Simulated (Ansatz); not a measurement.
## Cu3N under a change: uniaxial strain ε_zz = −1.20 %

The parent structure is Cu₃N (space group Pm-3m, No. 221; a = 3.8269 Å). Axes: x, y, z lie along the cube axes.

One thing is altered: uniaxial strain ε_zz = −1.20 %, all other strain components held at zero; the atoms relax in the strained cell.

The values are results of plane-wave PAW DFT at the PBE level (Ansatz, a first-principles code, 420 eV), without spin-orbit coupling, not measurements. Settings: 9×9×9 k-points, 0.05 eV Fermi–Dirac smearing.

```json
[
 {"quantity": "space group", "base": "Pm-3m (No. 221)", "changed": "P4/mmm (No. 123)", "shift": "–"},
 {"quantity": "shortest interatomic distance", "base": "1.913 Å", "changed": "1.890 Å", "shift": "-0.023 Å"},
 {"quantity": "energy relative to the base (free energy F)", "base": "0 meV/atom", "changed": "+1.6 meV/atom", "shift": "+1.6 meV/atom"},
 {"quantity": "pressure (mean of the normal stresses, compression positive)", "base": "0.00 GPa", "changed": "1.48 GPa", "shift": "+1.48 GPa"},
 {"quantity": "band gap (uncertain: the Fermi level lies in a band; the changed cell)", "base": "0.22 eV", "changed": "0.18 eV", "shift": "-0.04 eV"},
 {"quantity": "stress (xx, yy, zz, yz, xz, xy; compression positive)", "base": "–", "changed": "(0.68, 0.68, 3.07, 0.00, 0.00, 0.00) GPa", "shift": "–"}
]
```

Stability against distortions was not tested. The final runs are not spin-polarised. The zero or small gap of Cu3N can change with the level of theory.
